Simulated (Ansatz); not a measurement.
A computed series for WC: response to strain

Consider WC (space group P-6m2, No. 187; a = 2.884 Å, c = 2.812 Å; relaxed with 0.1 eV smearing).

Strains are applied to the cell and any free atomic positions relax.

Calculations: DFT with LDA, PAW potentials and a 420 eV plane-wave cutoff in Ansatz (an electronic-structure program), without spin-orbit coupling.

Candidates:
(a) isotropic strain +2.50 %
(b) isotropic strain −2.50 %
(c) isotropic strain −1.00 %
(d) isotropic strain +3.00 %

Notes on the quantities. energy relative to the base: free energy F.

Question: Order them by energy relative to the base, lowest first.

Answer: (c) isotropic strain −1.00 % (+12 meV/atom), (a) isotropic strain +2.50 % (+70 meV/atom), (b) isotropic strain −2.50 % (+82 meV/atom), (d) isotropic strain +3.00 % (+99 meV/atom)

Stability against distortions was not tested. The final runs are not spin-polarised.
